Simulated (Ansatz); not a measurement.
An Ansatz (an electronic-structure program) run: LaBr3; plane-wave PAW DFT at the PBEsol level (Ansatz, 420 eV), no spin-orbit coupling.

Input:

Ansatz 0.2 input:
```yaml
crystal:
  lattice:
    - [7.9248760491, 0, 0]
    - [-3.9624380246, 6.8631439804, 0]
    - [0, 0, 4.450004447]
  atoms:
    - { symbol: La, position: [0.6666666667, 0.3333333333, 0.75] }
    - { symbol: La, position: [0.3333333333, 0.6666666667, 0.25] }
    - { symbol: Br, position: [0.6141507536, 0.7000351245, 0.75] }
    - { symbol: Br, position: [0.3858492464, 0.2999648755, 0.25] }
    - { symbol: Br, position: [0.9141156291, 0.6141507536, 0.25] }
    - { symbol: Br, position: [0.0858843709, 0.3858492464, 0.75] }
    - { symbol: Br, position: [0.2999648755, 0.9141156291, 0.75] }
    - { symbol: Br, position: [0.7000351245, 0.0858843709, 0.25] }
basis: { ecutwfc: 420, ecutrho_ratio: 4, xc_grid: 2, fft_grid_basis: typed }
kpoints: { mp_grid: { grid: [5, 5, 8] } }
hamiltonian:
  xc: pbesol
  dispersion: none
  pseudopotentials: { kind: paw }
scf: { occupations: { method: fermi_dirac, width: 0.05 }, convergence: { dr2_threshold: 0.0000000008 } }
output: { forces: true, stress: true }
```

Output:

```
WARN ansatz: RAYON_NUM_THREADS=2 ignored (pool sized by the plan → 2); use --threads N
Pseudopotentials: kind: paw
Pseudopotential: La, paw, valence charge 11
Pseudopotential: Br, paw, valence charge 7
Functional definition: PBEsol
Crystal: 8 atoms, lattice volume = 242.034 Å³
Basis set: ecut = 420 eV, 4737 PW (Γ), exchange–correlation on 108×108×60 points (8 copies of the dense FFT grid, shifted against one another)
Bands: 40, of which v1, the nominal top of the filled ones, is band 32 counted from 1 (31 counted from 0)
Symmetry: 12 space group operations
Space group: P63/m (ITA 176), of the structure as read, at distance tolerance 6.2e-5 Å
k-points: 25 of 200
PAW frozen core: La, regenerated for the run's functional, and the local potential with it
PAW frozen core: Br, regenerated for the run's functional, and the local potential with it
Initial density: superposition of atomic densities (neutral atoms: chi_scale 0, normalization atom), corrected by the library's trained network
Initial wavefunctions: pseudopotential atomic-orbital guess
Eigensolver: davidson
Functional: x = pbesol(κ = 0.804, μ = 0.12345679012345678), c = pbesol(β = 0.046)
SCF iter   1: F=—  HF=-28757.658874 eV  |F-HF|=—  |Δ(HF+E_count)|=         —  Δρ=3.50e-3  dr2=3.15e-2  ethr=1.77e-3  ⟨swp⟩=6.5  Hψ=4390  notcnv=0
all-band conjugate gradients solve this SCF's bands
preconditioner: auto → Resta (q_TF=auto, 2.186 Å⁻¹)
SCF iter   2: F=—  HF=-28757.662182 eV  |F-HF|=—  |Δ(HF+E_count)|=   3.31e-3  Δρ=1.81e-3  dr2=5.90e-3  ethr=4.92e-5  ⟨swp⟩=3.1  Hψ=1987  notcnv=0
SCF iter   3: F=—  HF=-28757.665481 eV  |F-HF|=—  |Δ(HF+E_count)|=   3.30e-3  Δρ=3.98e-4  dr2=2.56e-4  ethr=9.22e-6  ⟨swp⟩=2.0  Hψ=1847  notcnv=0
SCF iter   4: F=—  HF=-28757.665775 eV  |F-HF|=—  |Δ(HF+E_count)|=   2.95e-4  Δρ=7.47e-5  dr2=1.44e-5  ethr=4.01e-7  ⟨swp⟩=2.4  Hψ=1821  notcnv=0
SCF iter   5: F=—  HF=-28757.665761 eV  |F-HF|=—  |Δ(HF+E_count)|=   1.46e-5  Δρ=1.60e-5  dr2=8.45e-7  ethr=2.26e-8  ⟨swp⟩=2.1  Hψ=1523  notcnv=0
SCF iter   6: F=—  HF=-28757.665872 eV  |F-HF|=—  |Δ(HF+E_count)|=   1.12e-4  Δρ=2.95e-6  dr2=3.65e-8  ethr=1.32e-9  ⟨swp⟩=2.3  Hψ=1650  notcnv=0
SCF iter   7: F=—  HF=-28757.665872 eV  |F-HF|=—  |Δ(HF+E_count)|=   6.61e-8  Δρ=7.21e-7  dr2=2.77e-9  ethr=5.71e-11  ⟨swp⟩=2.0  Hψ=1653  notcnv=0
SCF iter   8: F=-28757.665872 eV  HF=-28757.665872 eV  |F-HF|=7.79e-10  |Δ(HF+E_count)|=   7.69e-9  Δρ=2.06e-7  dr2=2.93e-10  ethr=1.25e-12  ⟨swp⟩=5.1  Hψ=4156  notcnv=0
SCF 1 converged in 8 iterations: F = -28757.665872 eV  dr2 = 2.93e-10
SCF converged after 8 iterations
Free energy (F): -28757.665872 eV
Harris-Foulkes:  -28757.665872 eV  (|F-HF|=7.79e-10)
Internal energy: -28757.665872 eV  (E = F + TS)
E sigma→0 (E₀):  -28757.665872 eV
Fermi energy:    6.286489 eV
--- Per-component energies (eV) ---
  E_band       = -221.895297
  E_kinetic    = 1184.414897
  E_local      = -2356.505520  (includes V_loc(G=0)·N_el)
  E_nonlocal   = 620.173994
  E_hartree    = 726.195323
  E_xc         = -1847.798976
  E_vxc        = -920.015899  (∫ρ·V_xc dr)
  E_paw        = -23876.196447  (= ΣΔE_a)
  E_vpaw       = -202.353051  (= ΣTr[D̂ρ^β])
  E_aug_tail   = -0.000002  (compensation charges beyond the density's cutoff)
  E_ewald      = -3208.841783
  E_core_change = 0.892641  (= ΣΔE_core)
  E_smearing   = -0.000000  (= −TS)
  E_closure    = 0.000000  (closes the sum)
  Σ components = -28757.665872   (vs F -28757.665872, Δ=0.00e0)
  [band-id]    e_kinetic+e_local+e_nonlocal+2·e_hartree+e_vxc+e_vpaw+e_augmentation_tail = -221.894935   (vs E_band -221.895297, Δ=3.62e-4)
--- Forces (eV/Å), atoms counted from 1 ---
  atom   1  La     0.00000000    -0.00000000     0.00000000
  atom   2  La     0.00000000     0.00000000     0.00000000
  atom   3  Br     0.00026013     0.00019959     0.00000000
  atom   4  Br    -0.00026013    -0.00019959     0.00000000
  atom   5  Br    -0.00004279     0.00032507     0.00000000
  atom   6  Br     0.00004279    -0.00032507     0.00000000
  atom   7  Br    -0.00030291     0.00012548     0.00000000
  atom   8  Br     0.00030291    -0.00012548     0.00000000
  max |Σ_I F_I| component: 3.25e-18 eV/Å
--- Stress (GPa, compression-positive) ---
        0.002189      -0.000000       0.000000
        0.000000       0.002189       0.000000
        0.000000       0.000000       0.005072
  P = ⅓ Tr σ = 0.0031 GPa (0.031 kbar)
  The stress holds the Pulay correction. Without it, at fixed plane waves, as pw.x and ABINIT print it: P = -0.0114 GPa
  The stress includes an estimate of the error left by incomplete SCF convergence (largest component 0.0000 GPa).
--- Band table ---
  band table: none
```

Stability against distortions was not tested. The cell is LaBr3 (space group P6_3/m, No. 176).
